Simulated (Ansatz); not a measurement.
We consider Sb (model structure, started from the C4 type, I4₁32, No. 214, 4 atoms in the cell), described by r²SCAN (PAW; Ansatz, a quantum-chemistry and plane-wave program).

From the output:

```
Crystal: 4 atoms, lattice volume = 254.082 Å³
Basis set: ecut = 560 eV, 7707 PW (Γ), exchange–correlation on 162×162×162 points (27 copies of the dense FFT grid, shifted against one another)
Bands: 36, of which v1, the nominal top of the filled ones, is band 30 counted from 1 (29 counted from 0)
Symmetry: 24 space group operations
Space group: I4132 (ITA 214), of the structure as read, at distance tolerance 6.3e-5 Å
k-points: 47 of 1000 (time reversal used)
Functional: x = r2scan, c = r2scan; τ floored in thin density (d = 2e-4 eV/Å³)
SCF iter   1: F=—  HF=-25993.401583 eV  |F-HF|=—  |Δ(HF+E_count)|=         —  Δρ=4.33e-3  dr2=2.43e-2  dr2_τ=2.72e-3
SCF iter   2: F=—  HF=-25993.424960 eV  |F-HF|=—  |Δ(HF+E_count)|=   2.34e-2  Δρ=1.12e-3  dr2=2.34e-3  dr2_τ=3.09e-5
  ...
SCF iter   7: F=—  HF=-25993.425237 eV  |F-HF|=—  |Δ(HF+E_count)|=   2.77e-8  Δρ=5.59e-7  dr2=1.08e-9  dr2_τ=1.06e-11
SCF iter   8: F=-25993.425237 eV  HF=-25993.425237 eV  |F-HF|=3.27e-11  |Δ(HF+E_count)|=  8.66e-10  Δρ=9.03e-8  dr2=1.34e-11  dr2_τ=4.09e-13
SCF 1 converged in 8 iterations: F = -25993.425237 eV  dr2 = 1.34e-11
SCF converged after 8 iterations
Free energy (F): -25993.425237 eV
Internal energy: -25993.391181 eV  (E = F + TS)
E sigma→0 (E₀):  -25993.408209 eV
Fermi energy:    1.808468 eV
--- Forces (eV/Å), atoms counted from 1 ---
  atom   1  Sb     0.00000000    -0.00000000    -0.00000000
  atom   2  Sb    -0.00000000     0.00000000     0.00000000
  atom   3  Sb     0.00000000    -0.00000000     0.00000000
  atom   4  Sb     0.00000000     0.00000000    -0.00000000
--- Stress (GPa, compression-positive) ---
        0.240500       0.000000       0.000000
       -0.000000       0.240500       0.000000
       -0.000000       0.000000       0.240500
  P = ⅓ Tr σ = 0.2405 GPa (2.405 kbar)
```

**Question.** Write an input file that could have produced this run (the log leaves some choices open).

**Answer.** Several could match; the one computed here: 
Ansatz 0.2 input:
```yaml
crystal:
  lattice:
    - [-3.9899840792, 3.9899840792, 3.9899840792]
    - [3.9899840792, -3.9899840792, 3.9899840792]
    - [3.9899840792, 3.9899840792, -3.9899840792]
  atoms:
    - { symbol: Sb, position: [0.0, 0.25, 0.5] }
    - { symbol: Sb, position: [0.25, 0.5, 0.0] }
    - { symbol: Sb, position: [0.5, 0.0, 0.25] }
    - { symbol: Sb, position: [0.25, 0.25, 0.25] }
basis:
  ecutwfc: 560
  ecutrho_ratio: 4
  xc_grid: 3
kpoints:
  mp_grid: { grid: [10, 10, 10] }
hamiltonian:
  xc: r2scan
  dispersion: none
  pseudopotentials: { kind: paw }
scf:
  occupations: { method: fermi_dirac, width: 0.05 }
  convergence: { dr2_threshold: 0.0000000004 }
output:
  forces: true
  stress: true
  eigenvalues: true
```

The PAW data were made under PBE.

Note: the relaxation could raise the start's symmetry but not lower it, so the cell can be a saddle point. Note: cell and atoms aren't relaxed at this level (pressure 0.2 GPa).

Computing time: around 60 core-seconds (rough).

A model structure was made by putting elements into a prototype or built by hand; it is no filed structure, need not be a known phase, and can be a saddle point held by its symmetry.
